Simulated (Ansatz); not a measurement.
Consider Pd in the fcc (Cu type) structure (space group Fm-3m, No. 225).

```yaml
crystal:
  lattice:
    - [0.00000, 1.97130, 1.97130]
    - [1.97130, 0.00000, 1.97130]
    - [1.97130, 1.97130, 0.00000]
  atoms:
    - { symbol: Pd, position: [0.00000, 0.00000, 0.00000] }
```

Computed with PBE (Ansatz, a program for electronic structure), no spin-orbit coupling, earlier PAW set.

Base values:

```
Quantity              Result
-------------------  -------
Lattice parameter a  3.943 Å
```

Now apply this change: a hydrostatic pressure of 3 GPa.

Problem. Estimate the effect on the lattice parameter a.

Solution. The lattice parameter a decreases by 0.0224 Å (3.943 Å → 3.920 Å).

Load acts through the strain it causes; cell and atoms are relaxed under it. Whether these cells are dynamically stable was not tested. All final runs are without spin polarisation.
